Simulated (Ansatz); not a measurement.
Take ZnSe in the zinc blende structure (space group F-43m, No. 216; a = 5.665 Å) as the base. Axes: x, y, z lie along the cube axes.

The values are results of DFT with r2SCAN, PAW potentials and a 500 eV plane-wave cutoff in Ansatz (a first-principles code), no spin-orbit coupling, not measurements.

Before the change:

The pressure is 0.00 GPa and the band gap is 1.87 eV.

The change: uniaxial strain ε_yy = −1.76 %, all other strain components held at zero; the atoms relax in the strained cell.

Question: What happens to the pressure?

Answer: The pressure (mean of the normal stresses, compression positive) goes from zero to 1.20 GPa.

Question: What happens to the band gap?

Answer: The band gap goes up by 0.03 eV, from 1.87 eV to 1.90 eV.

Whether these cells are dynamically stable was not tested.
